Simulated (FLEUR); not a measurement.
Worked example: self-consistent single point of Al₂Au (Fm-3m, 3 atoms in the cell) in FLEUR.

Level of theory: FLEUR with PBE, all-electron FLAPW (FLEUR), scalar-relativistic valence.

```yaml
crystal:
  lattice:
    - [0.00000, 3.00000, 3.00000]
    - [3.00000, 0.00000, 3.00000]
    - [3.00000, 3.00000, 0.00000]
  atoms:
    - { symbol: Au, position: [0.00000, 0.00000, 0.00000] }
    - { symbol: Al, position: [0.25000, 0.25000, 0.25000] }
    - { symbol: Al, position: [0.75000, 0.75000, 0.75000] }
```

Reference input (self-consistent single point, DFT, PBE, all-electron FLAPW (FLEUR), scalar-relativistic valence): Kmax = 4.4 1/bohr; GmaxXC = 17.6 1/bohr; xcFunctional = pbe; jspins = 1; l_soc = F; mode = gauss; fermiSmearingEnergy = 0.00999582 Htr; mesh (inpgen div1-3) = 7 7 7; inpgen gamma flag = false; Gmax = 17.6 1/bohr; numbands = 0; maxIterBroyd = 25. This run's input differs from it in these lines:

```diff
@@ -24,3 +24,3 @@
    <calculationSetup>
-      <cutoffs Kmax="4.4" Gmax="17.6" GmaxXC="17.6" numbands="0"/>
+      <cutoffs Kmax="3.41" Gmax="13.6" GmaxXC="13.6" numbands="0"/>
       <scfLoop itmax="80" minDistance="0.00001" maxIterBroyd="25" imix="Anderson" alpha="0.05" precondParam="0.0" spinf="2.0"/>
```

Log, with long lists cut:

```
 Iteration:     1   Distance:      17.70516670 me/bohr^3
 Iteration:     2   Distance:      14.83477779 me/bohr^3
 Iteration:     3   Distance:       5.65863336 me/bohr^3
 Iteration:     4   Distance:       4.90887007 me/bohr^3
 Iteration:     5   Distance:       1.68127909 me/bohr^3
   [... 7 lines left out ...]
 Iteration:    13   Distance:       0.00032833 me/bohr^3
 Iteration:    14   Distance:       0.00021070 me/bohr^3
 Iteration:    15   Distance:       0.00001236 me/bohr^3
 Iteration:    16   Distance:       0.00000249 me/bohr^3
 Run finished successfully
 Stop message:
   Structural relaxation: Done

[file out, last iteration]
             iter=     17
[...]
          total density-effective poten   -3.4356135916E+04
          total charge density-energy d   -4.0279242330E+02
 Updated energy parameters for spin:           1
[...]
 fermi energy and band-weighting factors:
    0.609429    0.609429

[...]
FERMIE:
          first approx. to ef    (T=0)  :   0.297492 htr   (energy of the highest occ. eigenvalue)
          number of occ. states  (T=0)  :        223
          first approx. to seigv (T=0)  :  -9.365491 htr
          sum of weights of occ. states :  11.530612
          sum of semicore charge        :   0.000000 e
          fermi energy=   0.29870 har   work function=  -8.12817 ev
          number of valence electrons=  23.00000
   [... lines left out ...]
          total moment                 =     0.00000
 Direct bandgap for spin            1 :    6.9638894587210592E-002  Htr
 ---->    free energy=                    -19533.6042751294 htr
   [... lines left out ...]
      extrapolation for T->0
 ---->    total electron energy=          -19533.6042751294 htr
 ***** TOTAL FORCES ON ATOMS *****
 TOTAL FORCE FOR ATOM TYPE=  1  X=  0.000   Y=  0.000   Z=  0.000
                       FX_TOT= 0.000000 FY_TOT= 0.000000 FZ_TOT= 0.000000
 TOTAL FORCE FOR ATOM TYPE=  2  X=  2.835   Y=  2.835   Z=  2.835
                       FX_TOT= 0.000000 FY_TOT= 0.000000 FZ_TOT= 0.000000
 Structural relaxation: Done
```

The run converged in 16 iterations. FLEUR gives forces in its relaxation mode, with a further iteration, so its stop message speaks of a relaxation. Against the reference run the total energy rises by 29.6 meV/atom.

The starting cell comes from a database of published, mostly measured structures (it also holds non-ambient and calculated ones), without a prior relaxation at this level. Spin-orbit coupling is off. Values depend on the basis (sphere radii, cutoffs, local orbitals), which need not be converged. The log's line on a gap gives a spacing of levels on this mesh, which the program prints for metals too.

Cost on one core of a shared machine: roughly 40 s.
